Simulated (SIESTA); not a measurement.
A relaxation of cell and atoms of ZrTi (P1, 2 atoms in the cell) with SIESTA.

Method: LDA PW92, numerical atomic orbitals DZP, PseudoDojo LDA standard norm-conserving potentials (rewritten from UPF to PSML) (SIESTA).

```yaml
crystal:
  lattice:
    - [3.11193, 0.00000, 0.00000]
    - [0.00000, 3.11193, 0.00000]
    - [0.00000, 0.00000, 4.19777]
  atoms:
    - { symbol: Zr, position: [0.50218, 0.50043, 0.51664] }
    - { symbol: Ti, position: [0.99782, 0.99957, 0.98336] }
```

Reference input (self-consistent single point, DFT, LDA PW92, numerical atomic orbitals DZP, PseudoDojo LDA standard norm-conserving potentials (rewritten from UPF to PSML)): XC.functional = LDA; XC.authors = PW92; potentials = PseudoDojo LDA standard; PAO.BasisSize = DZP; PAO.EnergyShift = 0.01 Ry; MeshCutoff = 350 Ry; kgrid.MonkhorstPack = 8 8 6; OccupationFunction = MP; OccupationMPOrder = 0; ElectronicTemperature = 0.1 eV; MaxSCFIterations = 150; SCF.Mixer.Method = Pulay. This run's input differs from it in these lines:

```diff
@@ -42,2 +42,7 @@
 Diag.ParallelOverK           true
+MD.TypeOfRun                 FIRE
+MD.Steps                     40
+MD.MaxForceTol               0.02 eV/Ang
+MD.VariableCell              true
+MD.MaxStressTol              0.05 GPa
 WriteForces                  true
```

Output, abridged:

```
        iscf     Eharris(eV)        E_KS(eV)     FreeEng(eV)     dDmax    Ef(eV) dHmax(eV)
   scf:    1    -2971.830687    -2989.328994    -2989.340433  1.564422 -4.770752 10.547203
   scf:    2    -2992.908679    -2991.597619    -2991.609967  0.191619 -4.991523  4.987486
   scf:    3    -2992.273661    -2992.115004    -2992.129771  0.105828 -5.207741  3.028231
   scf:    4    -2991.739284    -2992.186187    -2992.200300  0.139275 -5.451306  2.638361
   scf:    5    -2982.246802    -2989.473487    -2989.492408  0.246736 -5.886305  8.734347
   [... 7 lines left out ...]
   scf:   13    -2992.458515    -2992.458531    -2992.474041  0.000994 -5.561681  0.001085
   scf:   14    -2992.458533    -2992.458532    -2992.474040  0.000117 -5.561559  0.005859
   scf:   15    -2992.458527    -2992.458530    -2992.474041  0.000122 -5.561885  0.000018
   scf:   16    -2992.458530    -2992.458530    -2992.474041  0.000002 -5.561887  0.000014
SCF Convergence by DM+H criterion
max |DM_out - DM_in|         :     0.0000016349
max |H_out - H_in|      (eV) :     0.0000139179
SCF cycle converged after 16 iterations

Using DM_out to compute the final energy and forces

siesta: E_KS(eV) =            -2992.4585

siesta: E_KS - E_eggbox =     -2992.4585

siesta: Atomic forces (eV/Ang):
     1   -0.037621   -0.007173   -0.558733
   [... lines left out ...]
siesta: Pressure (static):        -83.94011240  kBar
siesta: Pressure (total):        -83.94011240  kBar
No target stress found, assuming hydrostatic MD.TargetPressure.
Target stress (kBar)
outcell: Cell volume (Ang**3)        :     37.0618
        iscf     Eharris(eV)        E_KS(eV)     FreeEng(eV)     dDmax    Ef(eV) dHmax(eV)
siesta: Pressure (static):          2.33559565  kBar
siesta: Pressure (total):          2.33559565  kBar
   [... lines left out ...]
outcell: Cell angles (23,13,12) (deg):     90.0000     89.9990     89.9997
outcell: Cell volume (Ang**3)        :     37.0618

siesta: Program's energy decomposition (eV):
siesta: FreeEng =     -2992.621615

siesta: Stress tensor (static) (eV/Ang**3):
siesta:    -0.001215    0.000003    0.000003
siesta:     0.000003   -0.001223    0.000001
siesta:     0.000003    0.000001   -0.001936

siesta: Constrained stress tensor (static) (eV/Ang**3):
siesta:    -0.001215    0.000003    0.000003
siesta:     0.000003   -0.001223    0.000001
siesta:     0.000003    0.000001   -0.001936

siesta: Cell volume =         37.061768 Ang**3

siesta: Pressure (static):
siesta:                Solid            Molecule  Units
siesta:           0.00001588          0.00001706  Ry/Bohr**3
siesta:           0.00145776          0.00156605  eV/Ang**3
siesta:           2.33559565          2.50909037  kBar
```

The relaxation ended unconverged. 

The starting cell comes from a database of computed structures (which also holds hypothetical and non-ambient phases and stackings), without a prior relaxation at this level. Its atoms were displaced at random from the sites of space group no. 123. Values carry the incompleteness of an atom-centred basis.

Cost on one core of a shared machine: roughly 20 min.
